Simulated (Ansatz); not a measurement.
For SiRh (Pnma, No. 62; cell taken from a computed entry), LDA in Ansatz (PAW) gives:

```
Item                    Value
---------------  ------------
bulk modulus B0       217 GPa
cohesive energy  7.34 eV/atom
```

Question: What does PBEsol (plane waves, PAW; Ansatz, a first-principles code) give for the same quantities?

Answer: 
- bulk modulus: 208 GPa (shrinks by 4.1 %)
- cohesive energy: 6.70 eV/atom (decreases by 0.64 eV/atom)

Changes are worked out from the printed values.

Unless a cell is named, each level is at its own relaxed cell (LDA 13.26, PBEsol 13.50 Å³/atom).

Caveats: the bulk modulus is −V dP/dV from two relaxed cells at ±2 % in volume (LDA, PBEsol); the relaxation could not lower the start's symmetry, so the cell can be a saddle point above a distorted one (LDA, PBEsol). Ansatz's density-functional and Hartree–Fock values are scalar-relativistic unless marked +SOC, with PAW data made under PBE.
